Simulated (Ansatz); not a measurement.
**Seebeck coefficient of heavily doped n-type MgO (Fm-3m)**

MgO (Fm-3m), n-type; conventional cell a = b = c = 4.2044 Å, α = β = γ = 90.00°. Calculation: r2SCAN, rigid bands (plane waves, PAW, scalar-relativistic; Ansatz, an electronic-structure program). Geometry: cell and atoms relaxed with r2SCAN. Sums run over bands interpolated from the self-consistent mesh; computed gap 5.69 eV. |S| is the size of the Seebeck coefficient, averaged over directions. Temperature 300 K; every row lies over 1.5 times the effective density of states N_c. For a degenerate gas in one parabolic band with a constant relaxation time, |S| = π²k_B²T·m*/(eħ²(3π²n)^(2/3)), a line through zero in x = (n/10¹⁹ cm⁻³)^(-2/3) with slope 650 μV/K × m*/mₑ.

| electron density (cm⁻³) | x | |S| (μV/K) |
|---|---|---|
| 1e19 | 1.000 | ? |
| 3e19 | 0.481 | 105 |
| 1e20 | 0.215 | 52 |
| 3e20 | 0.104 | 26 |
| 1e21 | 0.046 | 13 |

Question: Using a straight line, estimate the missing |S| at x = 1.000 from the other rows, showing the fit.

Answer: With u = x - 0.21, the rows have u = 0.27100, 0.00500, -0.10600, -0.16400. Means: u 0.0015000, |S| 49.0. About the means, the sum of products is 23.533 and the sum of squares of u is 0.11159; the slope is their ratio. Least squares gives |S| = 48.7 + 210.9·u. Residuals (row less fit): -0.9, 2.2, -0.3, -1.1; standard error 1.9 (degrees of freedom: 2). The slope gives m* ≈ 210.9/650 = 0.32 mₑ, and the line's value at x = 0 is 4 μV/K, where the simple form has zero. At the withheld row, u = 0.79000, so |S| = 48.7 + 210.9 × 0.79000 = 215.3 μV/K. The calculation gives 178 μV/K, 37.3 μV/K below the prediction (22.6 % of the range of |S| in the table). The row lies outside the fitted rows, so this is an extrapolation. From the scatter of the fitted rows alone, a prediction at this place has a standard error of 4.9 μV/K, so the miss is 7.6 times that.

 The withheld row is the least degenerate, at 1.7 times N_c. From the dilute limit the run's density-of-states mass is 0.38 mₑ. Within a few times N_c even one parabolic band lies under the degenerate line, which lowers the slope and lifts the intercept; non-parabolic bands and further valleys enter both too. Series that bend far from a line aren't tabulated. Rigid bands with a gap fixed in temperature, one relaxation time for all states and one kind of carrier; polarons and phonon drag are left out, and so is whether such doping can be reached. Spin-orbit coupling is left out.
